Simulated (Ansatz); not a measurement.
The parent structure is HgTe in the zinc blende structure (space group F-43m, No. 216; a = 6.5728 Å). Axes: x, y, z lie along the cube axes.

Calculations: r2SCAN/PAW in Ansatz (a quantum-chemistry and plane-wave program), scalar-relativistic without spin-orbit coupling.

Strains are applied to the cell and any free atomic positions relax.

One change was made to it. Results:

| quantity | base | after |
|---|---|---|
| energy relative to the base (free energy F) | 0 meV/atom | +5.2 meV/atom |
| pressure (mean of the normal stresses, compression positive) | 0.0 GPa | 1.3 GPa |

Problem. Which of these changes matches the shifts?
A. uniaxial strain ε_zz = −1.50 %
B. uniaxial strain ε_zz = −3.00 %
C. uniaxial strain ε_zz = −0.50 %
D. uniaxial strain ε_zz = −1.00 %

Solution. B, uniaxial strain ε_zz = −3.00 %. For comparison, the energy relative to the base in the other runs: uniaxial strain ε_zz = −1.00 % gives +0.6 meV/atom; uniaxial strain ε_zz = −0.50 % gives +0.1 meV/atom; uniaxial strain ε_zz = −1.50 % gives +1.3 meV/atom.

Stability against distortions was not tested. The final runs are not spin-polarised.
